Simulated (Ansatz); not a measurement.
The starting structures come from a database of crystals and need not be the phases stable at ambient conditions.

Tunnelling through a barrier is set by its complex band structure: the current falls as exp(−2κd) with the smallest κ.

Here is the system:

```xyz
7
Lattice="4.7532 0.0000 0.0000 0.0000 4.7532 0.0000 2.3766 -2.3766 8.2690" Properties=species:S:1:pos:R:3 pbc="T T T"
Ca     4.7532     0.0000     5.5779
Ca     2.3766     2.3766     2.6911
Ca     2.3766     0.0000     0.0000
Ca     0.0000     2.3766     0.0000
Bi     4.7532     0.0000     2.3279
Bi     2.3766     2.3766     5.9411
O      2.3766     2.3766     0.0000
```

Space group of this cell: I4/mmm. The cell is taken as given.

Transport runs along the normal of the first two printed cell vectors, the (001) plane of the conventional cell.

No gap correction and no spin-orbit coupling; mid-gap values are interpolated between computed energies.

**Question.** Predict the band gap and the smallest decay constant κ at mid-gap from r2SCAN (Ansatz, a first-principles code).

**Answer.** Gap 1.20 eV on a 8×8×8 mesh; κ = 0.113 1/Å, at the zone centre.
